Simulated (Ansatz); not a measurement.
Consider TiB$_{2}$ (space group P6/mmm, No. 191; a = 3.032 Å, c = 3.224 Å).

(Cell as relaxed with PBE.)

Levels (all Ansatz, an electronic-structure program, PAW): PBE (420 eV, scalar-relativistic without spin-orbit coupling); r2SCAN (500 eV, spin-orbit coupling left out).

Each level relaxes its own structure.

```csv
quantity,PBE,r2SCAN
volume per atom,8.56 Å³,8.51 Å³
lattice parameter a,3.032 Å,3.025 Å
lattice parameter c,3.224 Å,3.223 Å
band gap,zero,zero
```

PBE's volume per atom lies 0.05 Å³ above r2SCAN's (0.5 %); PBE's lattice parameter a lies 0.007 Å above r2SCAN's (0.2 %); the two agree on the band gap. Neither level is exact; r2SCAN is the comparison here, not a measurement.

Whether these cells are dynamically stable was not tested. All final runs are without spin polarisation.
